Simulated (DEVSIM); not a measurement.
Structure: abrupt InP n-p junction, at 400 K.

```csv
layer (left to right),material,thickness (μm),Nd (cm⁻³),Na (cm⁻³),τn (s),τp (s)
1,InP,98.0,1.2e16,-,1.1e-9,1.1e-9
2,InP,6.10,-,1.5e18,1.1e-9,1.1e-9
```

Left contact: ohmic. Right contact: ohmic. Voltage is applied to the left contact. Recombination: SRH at mid-gap, Auger. Mobility is μmin + (μ − μmin)/(1 + (N/Nref)^α).

Constants are typed, rounded textbook-type inputs, not results; the design itself was drawn at random and stands for no fabricated device. Values at 300 K; Nc and Nv go as T^1.5, mobilities as T to minus their exponent, the gap by Varshni's rule with the affinity fixed.

```
parameter              InP
----------------  --------
gap (eV)             1.344
affinity (eV)         4.38
permittivity          12.5
Nc (cm⁻³)           5.7e17
Nv (cm⁻³)           1.1e19
μn (cm²/Vs)           5200
μp (cm²/Vs)            170
μn,min                 400
μp,min                  10
Nref,n                3e17
Nref,p              4.9e17
αn                    0.47
αp                    0.62
T exponent of μn         2
T exponent of μp         2
Cn (cm⁶/s)           9e-31
Cp (cm⁶/s)           9e-31
Varshni α (eV/K)  0.000363
Varshni β (K)          162
```

Simulated with DEVSIM: 1D drift-diffusion, Boltzmann statistics, complete ionisation; no tunnelling, impact ionisation, image-force lowering or self-heating.

Q: Tabulate band edges, carrier densities and field at zero bias.

A: Energies count from the Fermi level of the right contact; mesh points crowd at the junctions.

| x (μm) | Ec (eV) | Ev (eV) | n (cm⁻³) | p (cm⁻³) | field (V/cm) |
|---|---|---|---|---|---|
| 0.000 | 0.148 | -1.163 | 1.2e16 | 37000 | ≈ 0 |
| 0.04824 | 0.148 | -1.163 | 1.2e16 | 37000 | ≈ 0 |
| 0.1847 | 0.148 | -1.163 | 1.2e16 | 37000 | ≈ 0 |
| 0.6041 | 0.148 | -1.163 | 1.2e16 | 37000 | ≈ 0 |
| 2.705 | 0.148 | -1.163 | 1.2e16 | 37000 | ≈ 0 |
| 7.858 | 0.148 | -1.163 | 1.2e16 | 37000 | ≈ 0 |
| 23.70 | 0.148 | -1.163 | 1.2e16 | 37000 | ≈ 0 |
| 74.50 | 0.148 | -1.163 | 1.2e16 | 37000 | ≈ 0 |
| 89.88 | 0.148 | -1.163 | 1.2e16 | 37000 | ≈ 0 |
| 95.32 | 0.148 | -1.163 | 1.2e16 | 37000 | ≈ 0 |
| 97.12 | 0.148 | -1.163 | 1.2e16 | 37000 | ≈ 0 |
| 97.81 | 0.367 | -0.944 | 2.1e13 | 2.1e7 | 25000 |
| 97.95 | 0.912 | -0.400 | 2900000 | 1.6e14 | 50000 |
| 98.00 | 1.189 | -0.123 | 920 | 4.8e17 | 83000 |
| 98.08 | 1.228 | -0.084 | 300 | 1.5e18 | ≈ 0 |
| 98.27 | 1.228 | -0.084 | 300 | 1.5e18 | ≈ 0 |
| 98.86 | 1.228 | -0.084 | 300 | 1.5e18 | ≈ 0 |
| 100.5 | 1.228 | -0.084 | 300 | 1.5e18 | ≈ 0 |
| 103.2 | 1.228 | -0.084 | 300 | 1.5e18 | ≈ 0 |
| 103.8 | 1.228 | -0.084 | 300 | 1.5e18 | ≈ 0 |
| 104.0 | 1.228 | -0.084 | 300 | 1.5e18 | ≈ 0 |
| 104.1 | 1.228 | -0.084 | 300 | 1.5e18 | ≈ 0 |
